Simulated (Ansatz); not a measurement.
A periodic model of amorphous Si30N45Ta3:

```xyz
78
Lattice="9.5459 0.1303 -0.0388 0.1303 9.6273 -0.1217 -0.0388 -0.1217 9.6464" Properties=species:S:1:pos:R:3 pbc="T T T"
Si     4.0549     8.7261     7.3665
Si     1.2424     9.5137     8.4533
Si     0.9682     8.7634     3.0770
Si     2.5566     3.9753     6.4356
Si     3.3616     9.2833     3.0596
Si     7.4426     1.9840     4.7763
Si     5.2024     6.9559     3.7865
Si     4.8957     3.4975     8.5338
Si     2.5706     6.6705     7.8136
Si     8.0638     4.6656     3.7635
Si     7.6646     4.6468     6.1853
Si     5.3410     1.8535     2.4092
Si     0.8949     2.4470     0.4178
Si     0.3539     6.9309     9.5107
Si     3.5623     1.2588     0.3383
Si     7.2473     5.7520     8.7532
Si     5.9381     9.3978     4.6474
Si     0.1775     2.3644     6.5805
Si     5.6792     4.9601     1.7867
Si     6.0014     0.8495     7.3040
Si     8.4620     7.3593     4.8710
Si     1.2132     9.0765     5.8949
Si     8.8831     0.4201     1.1030
Si     7.0726     2.5837    -0.0283
Si     2.9931     6.7144     1.4779
Si     4.9739     5.6969     6.5133
Si     0.7004     4.8203     1.6345
Si     3.2429     3.6900     1.6117
Si     0.4660     4.4817     8.0137
Si     8.4140     9.4910     6.8843
N      8.6612     3.6971     7.2025
N      6.5763     5.5434     7.1729
N      4.7583     5.8402     4.8928
N      4.6404     8.5983     3.8299
N      8.7367     1.9745     0.2661
N      6.1763     1.2491     3.8199
N      4.2150     7.0099     7.4337
N      1.8769     1.0318     9.4793
N      7.6569     9.1336     1.5114
N      9.1908     2.0602     4.9280
N      1.8716     2.6917     1.8644
N      0.1176     8.6543     9.3939
N      0.6656     4.0892     0.0424
N      6.1511     1.5630     0.9501
N      1.5229     2.9970     7.3749
N      2.2792     3.3023     4.8501
N      3.7861     3.0055     0.0205
N      1.7036     5.4541     7.0253
N      0.2352     0.6594     7.2094
N      4.8115     3.5729     2.4170
N      6.7736     7.1499     0.1244
N      9.4597     6.5022     1.3176
N      1.9492     9.4619     4.4092
N      4.4485     9.5141     8.8923
N      6.8518     7.8557     4.3109
N      7.1979     9.3624     8.0881
N      2.3871     8.1117     2.2749
N      9.3321     7.7934     3.4856
N      7.1829     0.7562     5.9929
N      2.2347     8.5660     7.2880
N      4.1776     4.2438     7.1557
N      8.9546     6.0523     8.3935
N      4.7151     6.4628     1.9959
N      8.4952     5.6968     5.0936
N      2.4013     5.1771     1.9065
N      9.4333     4.1043     2.9037
N      9.2725     8.2724     6.0711
N      3.8925     0.8594     2.0900
N      0.3234     0.5671     2.4700
N      7.0508     5.4874     2.6331
N      2.1510     6.7705     9.4610
N      4.8230     0.0273     6.3593
N      6.1064     2.3462     8.0785
N      6.3477     4.4113     0.0506
N      7.1049     3.6547     4.8469
Ta     7.8929     7.3007     2.1444
Ta     6.2987     8.9939     0.0506
Ta     1.0986     2.4564     3.6860
```

Level of theory: PBE, scalar-relativistic without spin-orbit coupling (plane waves to 420 eV, PAW; Ansatz, a first-principles code).

A CHGNet melt-quench gave the starting glass, which DFT then relaxed. N atoms were pushed apart under 1.9 Å during the dynamics, to hinder bonds among them. The hot cell started wider than the set density and was brought back towards it in steps. It is the lowest in DFT energy of 2 quenches. It is a model cell: composition and starting density were chosen by hand, and all elements were melted together. No dispersion term was used. Its density started from a set value of 3.78 and ended at 3.78 g/cm³. Cooling (nominally 380 K/ps over its main leg) ran many orders faster than in experiment, which tends to leave more defects and strain. One small periodic cell is one sample of the glass; other quenches scatter about these values. The volume was held where the preparation left it and the shape relaxed, at a PBE pressure of 3.4 GPa. Stress components on the final sampling reach 3.4 GPa. On a 2×2×2 Γ-centred mesh force components of up to 0.22 eV/Å stay, since the relaxation ran on the zone centre alone.

Neighbours within Si-Si 2.60 Å, Si-N 2.18 Å, Si-Ta 2.78 Å, N-N 1.70 Å, N-Ta 2.65 Å, Ta-Ta 3.12 Å count as bonded. Two cations that share two anions don't count as bonded, nor two that share one unless they lie closer than Si-Si 2.38 Å, Si-Ta 2.71 Å, Ta-Ta 3.04 Å.

Problem. Give the coordination numbers, mean bond lengths and angles.

Solution. 
| Quantity | Value |
|---|---|
| Mean coordination of Si by anions | 4.07 (28 with 4, 2 with 5) |
| Mean coordination of N | 3.07 (2 with 2, 38 with 3, 5 with 4) |
| Mean coordination of Ta by anions | 5.33 (2 with 5, 1 with 6) |
| Mean Si-N bond | 1.768 Å (spread 0.079 Å, 122 counted) |
| Mean N-Ta bond | 2.083 Å (spread 0.179 Å, 16 counted) |
| Bond angle at Si | mean 109.0°, spread 14.5° |
| Bond angle at N | mean 115.3°, spread 15.7° |
| Bond angle at Ta | mean 104.3°, spread 26.9° |

Problem. Which atoms depart from the most common coordination of their element?

Solution. Si17 has 5 (N34 1.73 Å, N36 1.80 Å, N55 1.82 Å, N72 1.89 Å, N59 2.09 Å); Si29 has 5 (N43 1.76 Å, N31 1.81 Å, N62 1.84 Å, N48 1.86 Å, N45 1.93 Å); N33 has 2 (Si7 1.63 Å, Si26 1.64 Å); N46 has 2 (Si4 1.74 Å, Ta78 1.86 Å); N49 has 4 (Si30 1.77 Å, Si2 1.80 Å, Si18 1.82 Å, Si22 1.90 Å); N55 has 4 (Si21 1.78 Å, Si17 1.82 Å, Si7 1.95 Å, Ta76 2.47 Å); N59 has 4 (Si30 1.74 Å, Si6 1.75 Å, Si20 1.77 Å, Si17 2.09 Å); N60 has 4 (Si2 1.80 Å, Si22 1.80 Å, Si1 1.83 Å, Si9 2.00 Å); N74 has 4 (Si19 1.94 Å, Si24 1.97 Å, Si16 1.98 Å, Si8 1.99 Å); Ta76 has 6 (N52 1.94 Å, N39 1.95 Å, N58 2.03 Å, N70 2.06 Å, N51 2.31 Å, N55 2.47 Å).

Problem. List the pairs of like atoms that count as bonded by the rules above.

Solution. There are none by these rules.
